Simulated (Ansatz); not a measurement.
System: Ta2O5 (Pbam, No. 55, 14 atoms in the cell; start mp-1104837). Method: dielectric-dependent PBEsol hybrid (Ansatz, a program for electronic structure, plane waves, PAW).

Numerical settings: plane-wave cutoff 460 eV, 4×6×4 k mesh (along the axes of the cell as run), Fermi–Dirac smearing 0.01 eV, scalar-relativistic PAW data made under PBE.

Cell (relaxed with PBEsol):

```
CELL_PARAMETERS angstrom
      6.19566     0.00000     0.00005
      0.00000     3.78653     0.00000
     -0.00007     0.00000     7.32563
ATOMIC_POSITIONS crystal
  Ta 0.97940 0.00000 0.98803
  Ta 0.03132 0.00000 0.48803
  Ta 0.53132 0.00000 0.22740
  Ta 0.47939 0.00000 0.72740
  O  0.95359 0.50000 0.94945
  O  0.05712 0.50000 0.44945
  O  0.55712 0.50000 0.26599
  O  0.45358 0.50000 0.76598
  O  0.25536 0.00000 0.10771
  O  0.86587 0.00000 0.24738
  O  0.75535 0.00000 0.60771
  O  0.36587 0.00000 0.46805
  O  0.14484 0.00000 0.74738
  O  0.64484 0.00000 0.96805
```

What does this level give for the band gap and Γ–Γ gap?


- band gap = 3.66 eV (on the SCF k mesh)
- Γ–Γ gap = 4.72 eV

Note: cell and atoms aren't relaxed at this level (largest force component 0.10 eV/Å, pressure -3.6 GPa).

Spin–orbit coupling is not included.

Cost on a shared machine: around 19 core-minutes (rough).

A start named mp-… is a Materials Project structure, which need not be a measured phase.
